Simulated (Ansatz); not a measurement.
CsSnI₃ (P4/mbm, No. 127, 10 atoms in the cell; start COD 4117958; high-temperature phase), treated with r²SCAN+rVV10 (Ansatz, a quantum-chemistry and plane-wave program, plane waves, PAW).

Run with plane-wave cutoff 560 eV, 4×4×6 k mesh (along the axes of the cell as run), Fermi–Dirac smearing 0.01 eV, scalar-relativistic PAW data made under PBE.

Cell (relaxed at this level):

```yaml
crystal:
  lattice:
    - [8.56889, 0.00000, 0.00000]
    - [0.00000, 8.56889, 0.00000]
    - [0.00000, 0.00000, 6.25878]
  atoms:
    - { symbol: I, position: [0.00000, 0.00000, 0.00000] }
    - { symbol: I, position: [0.50000, 0.50000, 0.00000] }
    - { symbol: I, position: [0.80478, 0.30478, 0.50000] }
    - { symbol: I, position: [0.69522, 0.80478, 0.50000] }
    - { symbol: I, position: [0.19522, 0.69522, 0.50000] }
    - { symbol: I, position: [0.30478, 0.19522, 0.50000] }
    - { symbol: Sn, position: [0.00000, 0.00000, 0.50000] }
    - { symbol: Sn, position: [0.50000, 0.50000, 0.50000] }
    - { symbol: Cs, position: [0.50000, 0.00000, 0.00000] }
    - { symbol: Cs, position: [0.00000, 0.50000, 0.00000] }
```

Give the computed band gap and Γ–Γ gap.


- band gap: 0.47 eV (on the SCF k mesh)
- Γ–Γ gap: 1.93 eV

Note: the relaxation could not lower the start's symmetry, so the cell can be a saddle point above a distorted one.

Spin–orbit coupling is not included; with these elements it can move the gap by several tenths of an eV or more.

Computed values are for the static lattice.

Cost on a shared machine: around 19 core-minutes (rough).
